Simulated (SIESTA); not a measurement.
Sensitivity of a calculation on MgAlSi (Pnma, 12 atoms in the cell) to its settings

```
MgAlSi
1.0
    6.66838     0.00000     0.00000
    0.00000     3.97335     0.00000
    0.00000     0.00000     8.12040
Mg Al Si
4 4 4
Direct
  0.96383   0.75000   0.32838
  0.03617   0.25000   0.67162
  0.53617   0.25000   0.82838
  0.46383   0.75000   0.17162
  0.85918   0.75000   0.92966
  0.14082   0.25000   0.07034
  0.64082   0.25000   0.42966
  0.35918   0.75000   0.57034
  0.73910   0.75000   0.62138
  0.26090   0.25000   0.37862
  0.76090   0.25000   0.12138
  0.23910   0.75000   0.87862
```

Base run A: SIESTA with GGA PBEsol, numerical atomic orbitals DZP, PseudoDojo PBEsol standard norm-conserving potentials (rewritten from UPF to PSML), self-consistent single point.

Its settings: XC.functional = GGA; XC.authors = PBEsol; potentials = PseudoDojo PBEsol standard; PAO.BasisSize = DZP; PAO.EnergyShift = 0.005 Ry; MeshCutoff = 400 Ry; kgrid.MonkhorstPack = 4 6 3; OccupationFunction = FD; ElectronicTemperature = 1160.45 K; MaxSCFIterations = 150; SCF.Mixer.Method = Pulay; SCF.Mixer.Weight = 0.25; SCF.Mixer.History = 6; SCF.DM.Tolerance = 1.0E-04.

The starting cell comes from a database of computed structures (which also holds hypothetical and non-ambient phases and stackings), without a prior relaxation at this level. Values carry the incompleteness of an atom-centred basis.

ΔF is the free energy per atom less that of run A. A dash stands where there is no value to compare (another energy zero or no entropy term, no result, no spin, no clean gap, or a mesh too coarse for one). Total energies depend on the potentials, the functional and any Hubbard or dispersion term, so they are compared only between runs that share all of them.

Run A gave: pressure (GPa) 0.02; largest force (eV/Å) 0.166; k-points 41.

Runs:
- B: kgrid.MonkhorstPack: 4 6 3 → 8 13 7
- C: SCF.DM.Tolerance: 1.0E-04 → default; SCF.DM.Converge: default → false; SCF.H.Converge: default → false; SCF.FreeE.Converge: default → true; SCF.FreeE.Tolerance: default → 1.0E-06 eV
- D: kgrid.MonkhorstPack: 4 6 3 → 3 4 2; ElectronicTemperature: 1160.45 K → 348.14 K
- E: lattice scaled by 1.03
- F: ElectronicTemperature: 1160.45 K → 116.05 K
- G: MeshCutoff: 400 Ry → 520 Ry
- H: XC.authors: PBEsol → AM05; pseudopotentials: PseudoDojo PBEsol standard → PseudoDojo PBE standard [GGA AM05]
- I: MaxSCFIterations: 150 → 300; SCF.Mixer.Weight: 0.25 → 0.2
- J: PAO.EnergyShift: 0.005 Ry → 0.0005 Ry
- K: MaxSCFIterations: 150 → 300; SCF.Mixer.Weight: 0.25 → 0.1; SCF.Mix: default → density

Problem. What does run J change against A?

Solution. The free energy drops by 95.8 meV/atom, the pressure stays near -0.06 GPa while the zz stress (positive for compression) goes from -1.35 to -1.68 GPa and the largest force goes from 0.166 to 0.135 eV/Å.

```tsv
run	ΔF (meV/atom)	pressure (GPa)	largest force (eV/Å)	k-points
A	0.00	0.02	0.166	41
B	-5.5	0.07	0.106	368
C	0.00	0.02	0.166	41
D	39.9	0.34	0.166	15
E	28.4	-4.98	0.276	41
F	5.1	-0.01	0.171	41
G	0.76	0.01	0.167	41
H	–	-0.06	0.183	41
I	0.00	0.02	0.166	41
J	-95.8	-0.06	0.135	41
K	0.00	0.03	0.166	41
```
